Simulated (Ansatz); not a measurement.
Base system: Ru in the hcp (Mg type) structure (space group P6_3/mmc, No. 194; a = 2.691 Å, c = 4.249 Å; relaxed with 0.1 eV smearing). Axes: x lies along a and z along c of the hexagonal cell.

All numbers come from PBEsol (Ansatz, an electronic-structure program), no spin-orbit coupling.

Before the change:

```
Item                            Result
-----------------------------  -------
Pressure                       0.0 GPa
Shortest interatomic distance  2.632 Å
Band gap                          zero
```

The change: uniaxial strain ε_zz = +0.50 %, all other strain components held at zero, atoms relaxed at fixed cell.

Q: Estimate the effect on the pressure, energy relative to the base, shortest interatomic distance and band gap.

A: The pressure (mean of the normal stresses, compression positive) goes from zero to -1.8 GPa; the energy grows by 0.7 meV/atom; the shortest interatomic distance grows by 0.009 Å to 2.641 Å; the band gap remains zero.

Stability against distortions was not tested. The final runs are not spin-polarised.
